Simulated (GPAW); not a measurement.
GPAW run on TiGa5Co (P1, 7 atoms in the cell): self-consistent single point.

Computed with LDA (Perdew-Wang 92), GPAW PAW datasets LDA (gpaw-data 1.0.1) (plane waves; GPAW).

The change in words: atoms moved at random. Reference geometry:
```yaml
crystal:
  lattice:
    - [4.02856, 0.00000, 0.00000]
    - [0.00000, 4.02856, 0.00000]
    - [0.00000, 0.00000, 6.44181]
  atoms:
    - { symbol: Ti, position: [0.00000, 0.00000, 0.00000] }
    - { symbol: Ga, position: [0.00000, 0.50000, 0.29802] }
    - { symbol: Ga, position: [0.00000, 0.50000, 0.70198] }
    - { symbol: Ga, position: [0.50000, 0.00000, 0.29802] }
    - { symbol: Ga, position: [0.50000, 0.00000, 0.70198] }
    - { symbol: Ga, position: [0.50000, 0.50000, 0.00000] }
    - { symbol: Co, position: [0.00000, 0.00000, 0.50000] }
```

Reference input (self-consistent single point, DFT LDA (Perdew-Wang 92), plane waves, GPAW PAW datasets LDA (gpaw-data 1.0.1)): mode = pw; ecut = 850 eV; xc = LDA; kpts = 5 5 3; mesh shift (steps) = 0 0 0; occupations.name = methfessel-paxton; occupations.width = 0.1 eV; occupations.order = 0; nbands = -15; convergence.density = 1e-05 e/electron; convergence.energy = 1e-05 eV/electron; symmetry.symmorphic = false. This run's input differs from it in these lines:

```diff
@@ -8,9 +8,9 @@
                     [0.000000, 0.000000, 6.441810]],
-              scaled_positions=[[0.000000, 0.000000, 0.000000],
-                                [0.000000, 0.500000, 0.298020],
-                                [0.000000, 0.500000, 0.701980],
-                                [0.500000, 0.000000, 0.298020],
-                                [0.500000, 0.000000, 0.701980],
-                                [0.500000, 0.500000, 0.000000],
-                                [0.000000, 0.000000, 0.500000]],
+              scaled_positions=[[0.014807, 0.003360, 0.000538],
+                                [-0.032010, 0.502321, 0.290215],
+                                [0.010055, 0.504805, 0.706980],
+                                [0.514567, -0.008543, 0.298761],
+                                [0.503433, 0.009879, 0.701231],
+                                [0.500828, 0.488986, -0.000329],
+                                [-0.011681, -0.000808, 0.502604]],
               pbc=True)
```

Output, abridged:

```
     iter     time        total  log10-change:
                         energy   eigst   dens
iter:   1 --:--:--   -40.550281
iter:   2 --:--:--   -38.563219   -0.63  -1.00
iter:   3 --:--:--   -38.188256   -0.94  -1.04
iter:   4 --:--:--   -41.118297   -0.58  -1.11
iter:   5 --:--:--   -37.915360   -0.97  -1.08
   [... 7 lines left out ...]
iter:  13 --:--:--   -37.523476   -3.36  -2.38
iter:  14 --:--:--   -37.522806   -4.59  -2.71
iter:  15 --:--:--   -37.522222   -4.22  -2.80
iter:  16 --:--:--   -37.522262   -5.22  -3.09
iter:  17 --:--:--   -37.522204c  -5.49  -3.12
iter:  18 --:--:--   -37.522192c  -5.64  -3.27
iter:  19 --:--:--   -37.522195c  -5.99  -3.39
iter:  20 --:--:--   -37.522200c  -6.60  -3.61
iter:  21 --:--:--   -37.522200c  -6.37  -3.69
iter:  22 --:--:--   -37.522196c  -7.24  -4.26
iter:  23 --:--:--   -37.522195c  -7.93c -4.33
iter:  24 --:--:--   -37.522192c  -7.89c -4.42
iter:  25 --:--:--   -37.522192c  -8.80c -4.54
iter:  26 --:--:--   -37.522194c  -8.15c -4.61
iter:  27 --:--:--   -37.522194c  -9.04c -4.93
iter:  28 --:--:--   -37.522194c  -9.85c -5.03c
Converged after 28 iterations.

Dipole moment: (1.394890, -0.320486, -0.071161) |e|*Ang

Energy contributions relative to reference atoms: (reference = -325052.496278)

Kinetic:       +102.784691
Potential:      -83.003101
External:        +0.000000
XC:             -57.248023
Entropy (-ST):   -0.023905
Local:           -0.043809
SIC:             +0.000000
--------------------------
Free energy:    -37.534146
Extrapolated:   -37.522194

Showing only first 2 kpts
 Kpt  Band  Eigenvalues  Occupancy
  0    16      8.29717    1.95149
  0    17      8.52009    0.23807
  0    18      8.80915    0.00000
  0    19      9.23170    0.00000

  1    16      8.14014    1.99997
  1    17      8.18688    1.99959
  1    18      8.81899    0.00000
  1    19      8.91236    0.00000

Fermi level: 8.43667

No gap
   [... lines left out ...]
  1 Ga    0.62208   -0.15377    0.40371
  2 Ga   -0.12669   -0.06675   -0.21186
  3 Ga   -1.00917    0.08439   -0.23080
  4 Ga   -0.22305   -0.15956    0.23025
  5 Ga   -0.06102    0.24874   -0.01978
  6 Co    0.76007    0.13370   -0.11665

Stress tensor:
     0.017968     0.000226    -0.004650
     0.000226     0.028986    -0.000883
    -0.004650    -0.000883     0.024663
Stress (GPa, Voigt): [ 2.8788  4.6441  3.9514 -0.1414 -0.745   0.0362]
```

The run converged in 28 iterations. GPAW prints stress with tension positive. Against the reference run the free energy rises by 15.8 meV/atom, the pressure goes from -4.17 to -3.82 GPa and the largest force goes from 0.171 to 1.039 eV/Å.

The starting cell comes from a database of computed structures (which also holds hypothetical and non-ambient phases and stackings), without a prior relaxation at this level. For this run, on top of that: atoms moved at random. Spin polarisation is off. With a pressure of about -4 GPa the cell is away from its equilibrium volume at this level. Forces in this geometry exceed 1 eV/Å.

Cost on one core of a shared machine: roughly 2 min.
